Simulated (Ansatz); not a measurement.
The starting structures come from a database of crystals and need not be the phases stable at ambient conditions.

By PBEsol, the system below comes out a metal.

The ballistic (Sharvin) conductance counts the channels at the Fermi level: G/A = (e²/h) × channels of both spins per area.

```xyz
4
Lattice="4.0630 0.0000 0.0000 -2.0315 3.5186 0.0000 0.0000 0.0000 6.1705" Properties=species:S:1:pos:R:3 pbc="T T T"
Ti     0.0000     0.0000     0.0000
Ti     0.0000     0.0000     3.0852
Sb     0.0000     2.3458     1.5426
Sb     2.0315     1.1729     4.6279
```

Space group of this cell: P6_3/mmc, NiAs type. The cell is taken as given; by PBEsol its mean pressure is -3.0 GPa.

The current flows along the normal of the first two printed cell vectors, the (001) plane of the conventional cell. No spin-orbit coupling; the value is a mean over 0.1 eV about the Fermi level.

Problem. Give the ballistic conductance per area that Ansatz (a first-principles code) with PBEsol yields.

Solution. 0.64 × 10¹⁵ S/m² for both spins.
